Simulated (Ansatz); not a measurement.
Given:

```xyz
2
Lattice="0.0000 1.8049 1.8139 1.8049 0.0000 1.8139 1.8049 1.8049 0.0000" Properties=species:S:1:pos:R:3 pbc="T T T"
B      0.0000     0.0000     0.0000
N      0.9024     0.9024     0.9069
```

No spin polarisation.

Computed with r2SCAN, PAW, 500 eV (Ansatz, an electronic-structure program; no SOC). Γ-centred 16×16×16 mesh, Fermi–Dirac width 0.05 eV.

Problem. Predict the valence-band top at Γ and smallest direct gap.

Solution. Valence-band top at Γ (three highest levels, from the VBM): 0.00, 0.00, -0.05 eV
Smallest direct gap: 9.53 eV

The cells carry an imposed strain or load. Whether these cells are dynamically stable was not tested. The cell was made from BN in the zinc blende structure (space group F-43m, No. 216) by this change: uniaxial strain ε_zz = +0.50 %.
